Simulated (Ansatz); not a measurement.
The starting structures come from a database of crystals and need not be the phases stable at ambient conditions.

Tunnelling through a barrier is set by its complex band structure: the current falls as exp(−2κd) with the smallest κ.

Input:

```yaml
crystal:
  lattice:
    - [6.07247, 0.00000, 0.00000]
    - [3.03623, 8.73218, -0.28925]
    - [3.03623, -0.96031, 2.88037]
  atoms:
    - { symbol: Sr, position: [0.84395, 0.15605, 0.65605] }
    - { symbol: Sr, position: [0.65605, 0.84395, 0.34395] }
    - { symbol: H, position: [0.50000, 0.00000, 0.00000] }
    - { symbol: H, position: [0.00000, 0.00000, 0.00000] }
    - { symbol: I, position: [0.33522, 0.66478, 0.16478] }
    - { symbol: I, position: [0.16478, 0.33522, 0.83522] }
```

The cell was relaxed by PBE-D3(BJ); by r2SCAN it stands under a pressure of 1.4 GPa.

Transport runs along the normal of the first two printed cell vectors, the (111) plane of the conventional cell.

The gap is the functional's own. No spin-orbit coupling. Mid-gap values are those at the computed energy nearest the middle.

Problem. Estimate the band gap and the smallest decay constant κ at mid-gap that r2SCAN (Ansatz, a quantum-chemistry and plane-wave program) returns for this system.

Solution. Gap 3.66 eV on a 10×10×10 mesh; κ = 0.339 1/Å, at (0.000, 0.500) of the in-plane reciprocal vectors. At the zone centre the slowest state has κ = 0.36 1/Å.
